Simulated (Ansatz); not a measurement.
Consider a periodic stack without vacuum, bcc W (1 1 0) on zinc-blende InAs (1 1 0) (film strained to the substrate, started from cuts of the bulks and a machine-learned relaxation; slabs As6In6 and W16, which can lie off the formulas): substrate slab As6In6, film W16, surface cells [[0, -1], [1, -1]] and [[0, -1], [4, 1]], film strained by -2.9 and -2.9 %, outermost planes AsIn/AsIn and W/W as cut, which need not be the usual terminations and can put a slab off its formula. Its start:

```
CELL_PARAMETERS angstrom
      4.37394     0.00000     0.08427
      4.37394     6.18568     0.07009
     -0.64891    -2.11244    22.69731
ATOMIC_POSITIONS crystal
  As 0.77883 0.22456 0.03765
  As 0.45649 0.82068 0.14754
  As 0.45670 0.35750 0.23929
  As 0.44226 0.89131 0.34213
  As 0.39818 0.43670 0.42881
  As 0.27518 0.83504 0.55362
  In 0.69836 0.07436 0.14384
  In 0.95835 0.56055 0.05642
  In 0.69665 0.13790 0.33530
  In 0.70672 0.61020 0.24508
  In 0.65440 0.30760 0.53701
  In 0.64830 0.69509 0.44209
  W  0.14794 0.36131 0.64054
  W  0.40069 0.61054 0.64220
  W  0.65642 0.85944 0.63984
  W  0.89931 0.11206 0.64399
  W  0.61749 0.39603 0.74393
  W  0.86780 0.64542 0.74263
  W  0.11816 0.89589 0.74420
  W  0.36753 0.14571 0.74241
  W  0.08959 0.42882 0.84845
  W  0.33919 0.67894 0.84602
  W  0.58165 0.93654 0.84687
  W  0.83347 0.18488 0.84865
  W  0.55241 0.47125 0.95220
  W  0.80649 0.71745 0.94417
  W  0.06097 0.96337 0.94510
  W  0.30416 0.21954 0.95606
```

The start was prepared with a machine-learned potential, and the result is one local minimum, with the in-plane cell held and forces under 0.04 eV/Å; the film can end far from its bulk form.

Level of theory: PBE (plane waves to 420 eV, PAW; Ansatz, a program for electronic structure). Spin–orbit coupling is left out; the runs are not spin-polarised. Its k-point mesh 9×5×1, Fermi–Dirac width 0.05 eV.

Problem. Predict the relaxed interface.

Solution. The interface area is 27.1 Å², the period is 22.85 Å and the heights between the nearest atoms of the two slabs at the two interfaces is 2.01 and 2.01 Å. The As–W contacts across the interfaces within 1.22 times the sum of covalent radii comes out as 8, mean 2.79 Å. The In–W contacts across the interfaces within 1.22 times the sum of covalent radii is 8, mean 3.07 Å.
